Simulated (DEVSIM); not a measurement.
## abrupt GaP n-p junction

Structure: abrupt GaP n-p junction, at 300 K.

```csv
layer (left to right),material,thickness (μm),Nd (cm⁻³),Na (cm⁻³),τn (s),τp (s)
1,GaP,8.10,3.3e14,-,1.6e-6,1.6e-6
2,GaP,230,-,3.9e16,1.6e-6,1.6e-6
```

Left contact: ohmic. Right contact: ohmic. Voltage is applied to the left contact. Recombination: SRH at mid-gap, Auger. Mobility is μmin + (μ − μmin)/(1 + (N/Nref)^α).

This is a model device: material constants are rounded textbook-type values typed into the input, and sizes, dopings and lifetimes were drawn at random. Values at 300 K.

| parameter | GaP |
|---|---|
| gap (eV) | 2.26 |
| affinity (eV) | 3.8 |
| permittivity | 11.1 |
| Nc (cm⁻³) | 1.8e19 |
| Nv (cm⁻³) | 1.9e19 |
| μn (cm²/Vs) | 250 |
| μp (cm²/Vs) | 150 |
| μn,min | 10 |
| μp,min | 10 |
| Nref,n | 4.4e18 |
| Nref,p | 1e18 |
| αn | 0.8 |
| αp | 0.85 |
| Cn (cm⁶/s) | 1e-30 |
| Cp (cm⁶/s) | 1e-30 |

DEVSIM, 1D drift-diffusion, Boltzmann statistics, complete ionisation; no tunnelling, impact ionisation, image-force lowering or self-heating.

| Property | Value |
|---|---|
| Potential step across the device at zero bias | 1.818 V |
| Largest field in the device at zero bias | 16000 V/cm |
| Dark forward voltage at 1 A/cm² | 1.780 V |

Dark forward current:

(V (V), J (A/cm²)): (-0.50, -1.6e-14); (-0.85, -1.7e-11); (-1.05, -9.3e-10); (-1.25, -6.5e-8); (-1.45, -2.7e-5); (-1.65, -0.044); (-1.85, -2.4); (-2.05, -8.0); (-2.25, -15); (-2.45, -23); (-2.65, -32); (-2.85, -43); (-3.05, -55); (-3.25, -68)

Small-signal capacitance in reverse bias (quasi-static):

```json
[
 {"V (V)": "0.1", "C (nF/cm²)": "3.73"},
 {"V (V)": "0.25", "C (nF/cm²)": "3.59"},
 {"V (V)": "0.5", "C (nF/cm²)": "3.38"},
 {"V (V)": "0.75", "C (nF/cm²)": "3.21"},
 {"V (V)": "1", "C (nF/cm²)": "3.06"},
 {"V (V)": "1.5", "C (nF/cm²)": "2.81"},
 {"V (V)": "2", "C (nF/cm²)": "2.62"},
 {"V (V)": "2.5", "C (nF/cm²)": "2.46"},
 {"V (V)": "3.25", "C (nF/cm²)": "2.27"},
 {"V (V)": "4", "C (nF/cm²)": "2.11"},
 {"V (V)": "5", "C (nF/cm²)": "1.95"}
]
```
